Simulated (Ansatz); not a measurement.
The starting structures come from a database of crystals and need not be the phases stable at ambient conditions.

Tunnelling through a barrier is set by its complex band structure: the current falls as exp(−2κd) with the smallest κ.

Given:

```
CELL_PARAMETERS angstrom
      5.14101     0.00000     0.00000
     -2.57050     5.11196     0.00000
      2.57050     1.29256     4.26049
ATOMIC_POSITIONS crystal
  Ca 0.00000 0.50000 0.50000
  Pd 0.00000 0.00000 0.00000
  F  0.84555 0.23004 0.21826
  F  0.15445 0.76996 0.78174
  F  0.44830 0.23004 0.93619
  F  0.55170 0.76996 0.06381
  F  0.16623 0.23004 0.61551
  F  0.83377 0.76996 0.38449
```

Space group of this cell: R-3. The cell is taken as given.

Transport runs along the normal of the first two printed cell vectors, the (101) plane of the conventional cell.

The gap is the functional's own. No spin-orbit coupling. Mid-gap values are interpolated on the energy grid.

Q: Predict the band gap and the smallest decay constant κ at mid-gap from r2SCAN run with Ansatz (an electronic-structure program).

A: Gap 2.66 eV on a 8×8×8 mesh; κ = 0.606 1/Å, at the zone centre.
